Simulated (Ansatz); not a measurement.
A self-consistent single point of SrCuTeF (P4mm, 8 atoms in the cell) with Ansatz (a program for electronic structure).

Method: PBEsol, default PAW files made with PBE (plane waves; Ansatz).

```yaml
crystal:
  lattice:
    - [4.26354, 0.00000, 0.00000]
    - [0.00000, 4.26354, 0.00000]
    - [0.00000, 0.00000, 9.19388]
  atoms:
    - { symbol: Sr, position: [0.00000, 0.50000, 0.85797] }
    - { symbol: Sr, position: [0.50000, 0.00000, 0.14747] }
    - { symbol: Cu, position: [0.50000, 0.50000, 0.50000] }
    - { symbol: Cu, position: [0.00000, 0.00000, 0.50000] }
    - { symbol: Te, position: [0.00000, 0.50000, 0.32626] }
    - { symbol: Te, position: [0.50000, 0.00000, 0.67374] }
    - { symbol: F, position: [0.50000, 0.50000, 0.00000] }
    - { symbol: F, position: [0.00000, 0.00000, 0.00000] }
```

Reference input (self-consistent single point, DFT, PBEsol, plane waves, default PAW files made with PBE): basis.ecutwfc = 420 eV; kpoints.mp_grid.grid = 6 6 3; hamiltonian.xc = pbesol; hamiltonian.pseudopotentials = {kind: paw} (the program's default PAW files); scf.occupations.method = fermi_dirac; scf.occupations.width = 0.02 eV. This run's input differs from it in these lines:

Ansatz 0.2 input:
```diff
@@ -18,3 +18,3 @@
 kpoints:
-  mp_grid: { grid: [6, 6, 3] }
+  mp_grid: { grid: [7, 7, 3], shift: [0.5, 0.5, 0.5] }
 hamiltonian:
```

Output (repeated stretches shortened):

```
SCF iter   1: F=—  HF=-35575.623760 eV  |F-HF|=—  |Δ(HF+E_count)|=         —  Δρ=1.03e-2  dr2=1.20e-1  ethr=1.77e-3  ⟨swp⟩=8.8  Hψ=5853  notcnv=0  defer=5
all-band conjugate gradients solve this SCF's bands
preconditioner: auto → Resta (q_TF=auto, 2.521 Å⁻¹)
SCF iter   2: F=—  HF=-35575.605868 eV  |F-HF|=—  |Δ(HF+E_count)|=   1.79e-2  Δρ=5.39e-3  dr2=3.49e-2  ethr=1.15e-4  ⟨swp⟩=2.3  Hψ=2505  notcnv=0  defer=116
   [... lines left out ...]
SCF iter   6: F=—  HF=-35575.596599 eV  |F-HF|=—  |Δ(HF+E_count)|=   7.35e-6  Δρ=1.38e-4  dr2=2.38e-5  ethr=1.61e-7  ⟨swp⟩=2.0  Hψ=1710  notcnv=0  defer=116
SCF iter   7: F=—  HF=-35575.596462 eV  |F-HF|=—  |Δ(HF+E_count)|=   1.37e-4  Δρ=3.60e-5  dr2=1.78e-6  ethr=2.29e-8  ⟨swp⟩=2.0  Hψ=1672  notcnv=0  defer=116
SCF iter   8: F=—  HF=-35575.596462 eV  |F-HF|=—  |Δ(HF+E_count)|=   3.30e-7  Δρ=1.64e-5  dr2=4.41e-7  ethr=1.71e-9  ⟨swp⟩=2.4  Hψ=1903  notcnv=0  defer=116
SCF iter   9: F=-35575.596462 eV  HF=-35575.596462 eV  |F-HF|=6.52e-9  |Δ(HF+E_count)|=   4.10e-9  Δρ=3.78e-6  dr2=2.28e-8  ethr=9.62e-11  ⟨swp⟩=10.7  Hψ=6543  notcnv=0
SCF 1 converged in 9 iterations: F = -35575.596462 eV  dr2 = 2.28e-8
Free energy (F): -35575.596462 eV
Internal energy: -35575.596462 eV  (E = F + TS)
E sigma→0 (E₀):  -35575.596462 eV
Fermi energy:    10.995399 eV
--- Forces (eV/Å), atoms counted from 1 ---
  atom   1  Sr     0.00000000     0.00000000    -0.11434515
  atom   2  Sr    -0.00000000     0.00000000    -0.01701514
  atom   3  Cu     0.00000000     0.00000000     0.01521397
  atom   4  Cu    -0.00000000     0.00000000     0.01521397
  atom   5  Te    -0.00000000     0.00000000     0.13990561
  atom   6  Te     0.00000000     0.00000000    -0.15519068
  atom   7  F      0.00000000     0.00000000     0.05810780
  atom   8  F     -0.00000000     0.00000000     0.05810780
--- Stress (GPa, compression-positive) ---
       -2.708563       0.000000       0.000000
        0.000000      -2.708563       0.000000
        0.000000       0.000000      -2.273432
  P = ⅓ Tr σ = -2.5635 GPa (-25.635 kbar)
  The stress holds the Pulay correction. Without it, at fixed plane waves, as pw.x and ABINIT print it: P = -2.7499 GPa
```

The run converged in 9 iterations. Against the reference run the free energy goes down by 1.3 meV/atom, the pressure moves little (-2.55 to -2.56 GPa), the largest force goes from 0.142 to 0.155 eV/Å and the gap on the mesh goes from 1.454 to 1.972 eV.

The starting cell comes from a database of computed structures (which also holds hypothetical and non-ambient phases and stackings), without a prior relaxation at this level. Its lattice was rescaled by up to half a per cent. One atom was moved a little off its site on purpose. Spin-orbit coupling is off. Ansatz's pressure includes its estimate of the finite-basis (Pulay) stress. Another mesh or the band path of this cell gives a smaller gap, so this value is not converged in the mesh.
